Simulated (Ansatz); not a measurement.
Start from Al in the fcc (Cu type) structure (space group Fm-3m, No. 225; a = 3.994 Å; relaxed with 0.1 eV smearing). Axes: x, y, z lie along the cube axes.

The values are results of r2SCAN in Ansatz (plane waves to 500 eV, PAW, no spin-orbit coupling), not measurements.

Before the change:

```
Item                             Value
-----------------------------  -------
Pressure                       0.0 GPa
Shortest interatomic distance  2.824 Å
```

It is then changed as follows: uniaxial strain ε_zz = −3.00 %, all other strain components held at zero, atoms relaxed at fixed cell.

Problem. How does this affect the energy relative to the base?

Solution. The energy grows by 6.6 meV/atom.

Problem. Estimate the effect on the pressure.

Solution. The pressure (mean of the normal stresses, compression positive) goes from zero to 3.1 GPa.

Problem. What does the calculation give for the shortest interatomic distance after the change?

Solution. The shortest interatomic distance shrinks by 0.042 Å (2.824 Å → 2.782 Å).

Whether these cells are dynamically stable was not tested.

Ansatz is a program for electronic structure.
